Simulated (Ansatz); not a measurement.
Base system: SiC (space group P6_422, No. 181; a = 3.0657 Å, c = 7.0310 Å; a hypothetical phase, not in the database extracts checked). Axes: x lies along a and z along c of the hexagonal cell.

It is then changed as follows: uniaxial strain ε_xx = +2.22 %, all other strain components held at zero; the atoms relax in the strained cell.

Levels (all Ansatz, a program for electronic structure, PAW): PBEsol (420 eV, no SOC); r2SCAN (500 eV, without spin-orbit coupling).

The geometry is relaxed with PBEsol.

PBEsol band gap: 0.82 eV
PBEsol pressure: -4.53 GPa
PBEsol width of the top valence band: 2.44 eV
PBEsol smallest direct gap: 2.90 eV

With r2SCAN at the same geometry, the band gap rises by 0.404 eV (0.82 eV → 1.23 eV); the pressure goes up by 1.22 GPa, from -4.53 GPa to -3.31 GPa; the width of the top valence band goes up by 0.04 eV (2.44 eV → 2.48 eV); the smallest direct gap increases by 0.46 eV (2.90 eV → 3.36 eV).

Single points use the geometry relaxed with PBEsol. Their cutoffs differ, which shifts pressures a little. Stability against distortions was not tested. The base started in P3_121 and relaxed to P6_422 at this level.
